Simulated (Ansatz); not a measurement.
Several settings converged on K₂Pt (I4mm, 3 atoms in the cell)

```
K2Pt
1.0
    0.00000     3.77012     3.77012
    3.77012     0.00000     3.77012
    3.77012     3.77012     0.00000
K Pt
2 1
Direct
  0.75000   0.75000   0.75000
  0.25000   0.25000   0.25000
  0.00663   0.00663   0.99337
```

Base method: LDA (PW92), default PAW files made with PBE (plane waves; Ansatz, a program for electronic structure).

Base settings: basis.ecutwfc = 420 eV; kpoints.mp_grid.grid = 6 6 6; hamiltonian.xc = lda; hamiltonian.pseudopotentials = {kind: paw} (the program's default PAW files); scf.occupations.method = fermi_dirac; scf.occupations.width = 0.05 eV.

The count of work is k-points × plane waves × bands × iterations; it is no time. 

**The cutoff for other potential files**

Level: DFT, LDA (PW92), plane waves, harder PAW files (source: ansatz) made with PBE.

In this ladder: hamiltonian.pseudopotentials = {kind: paw, source: ansatz}.

The second cell is the first with its lattice scaled by 0.98.

The mesh stays at the base's, so the ladder's end is converged at best in this setting alone.

The first pressure column holds Ansatz's estimate of the finite-basis (Pulay) stress, which hides part of the cutoff error; the other is without it.

Only quantities that move along the ladder and can be compared are tabulated.

```tsv
basis.ecutwfc	free energy less the last step's (meV/atom)	energy of the compressed cell less the first (meV/atom)	pressure (GPa)	pressure without the Pulay estimate (GPa)	largest difference of a force vector from the last step's (eV/Å)	count of work / last
255 eV	4610.95	-12.30	-1.56	-86.52	0.001	0.10
315 eV	1009.23	-25.29	-1.88	-26.98	0.012	0.15
400 eV	91.98	-18.75	-1.76	-5.12	0.000	0.22
485 eV	6.34	-17.53	-1.76	-2.02	0.000	0.28
570 eV	1.98	-17.58	-1.76	-1.77	0.000	0.35
685 eV	1.43	-17.58	-1.76	-1.77	0.000	0.46
855 eV	0.71	-17.59	-1.76	-1.77	0.000	0.65
1140 eV	0.00	-17.59	-1.76	-1.76	0.000	1.0
```

Coarsest basis.ecutwfc that holds the pressure within 0.1 GPa of the last step, with all finer ones: 400 eV, at 0.22 of the last step's count of work; the step before is off by 0.12 GPa.

Coarsest basis.ecutwfc that holds the free energy within 5 meV/atom of the last step, with all finer ones: 570 eV, at 0.35 of the last step's count of work; the step before is off by 6.3 meV/atom.

Coarsest basis.ecutwfc that holds the energy of the compressed cell less the first within 0.5 meV/atom of the last step, with all finer ones: 485 eV, at 0.28 of the last step's count of work; the step before is off by 1.2 meV/atom.

The energy difference between the two cells stays within 1 meV/atom of the last step's from 485 eV on, the total only from 855 eV on: much of the error is common to both cells and cancels.

At the lowest cutoff the pressure without the Pulay estimate lies 84.8 GPa under the last step's, the usual sign of Pulay stress in an incomplete plane-wave basis.

**The relaxed cell against the cutoff**

On K2Pt (Fm-3m, 3 atoms in the cell): atoms on their sites.

In this ladder: relax = cell and atoms.

The mesh stays at the base's, so the ladder's end is converged at best in this setting alone.

Only quantities that move along the ladder and can be compared are tabulated.

| basis.ecutwfc | relaxed volume (Å³/atom) | relaxation steps |
|---|---|---|
| 210 eV | 31.070 | 28 |
| 250 eV | 32.182 | 22 |
| 295 eV | 32.254 | 11 |
| 355 eV | 32.115 | 7 |
| 420 eV | 32.091 | 5 |
| 505 eV | 32.136 | 5 |
| 630 eV | 32.134 | 5 |
| 840 eV | 32.133 | 5 |

Coarsest basis.ecutwfc that holds the relaxed volume within 0.032 Å³/atom of the last step, with all finer ones: 505 eV; the step before is off by 0.042 Å³/atom.

At the lowest cutoff the cell relaxes to a volume 3.3 % smaller than at the highest. Ansatz relaxes on a stress corrected for the finite basis.

On the base run: the starting cell comes from a database of computed structures (which also holds hypothetical and non-ambient phases and stackings), without a prior relaxation at this level. Its lattice was rescaled by up to half a per cent. One atom was moved a little off its site on purpose.

Keys are those of Ansatz 0.2.
